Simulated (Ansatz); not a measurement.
Results of LDA (Ansatz, an electronic-structure program, plane waves, PAW) for MgCu3H (model structure, Pm-3m, No. 221, 5 atoms in the cell).

Settings: plane-wave cutoff 520 eV, 16×16×16 k mesh, Fermi–Dirac smearing 0.05 eV, no spin polarisation, scalar-relativistic PAW data made under PBE.

Cell (relaxed at this level):

```xyz
5
Lattice="3.7304 0.0000 0.0000 0.0000 3.7304 0.0000 0.0000 0.0000 3.7304" Properties=species:S:1:pos:R:3 pbc="T T T"
Mg     0.0000     0.0000     0.0000
Cu     1.8652     1.8652     0.0000
Cu     1.8652     0.0000     1.8652
Cu     0.0000     1.8652     1.8652
H      1.8652     1.8652     1.8652
```

### Question
What does this level give for the bulk modulus?

### Answer

- bulk modulus: 130 GPa

Note: the run has no spin polarisation, so it can have missed a magnetic state; the bulk modulus is −V dP/dV from two relaxed cells at ±2 % in volume; the relaxation could raise the start's symmetry but not lower it, so the cell can be a saddle point.

Computed values are for the static lattice.

A model structure was made by putting elements into a prototype or built by hand; it is no filed structure, need not be a known phase, and can be a saddle point held by its symmetry.
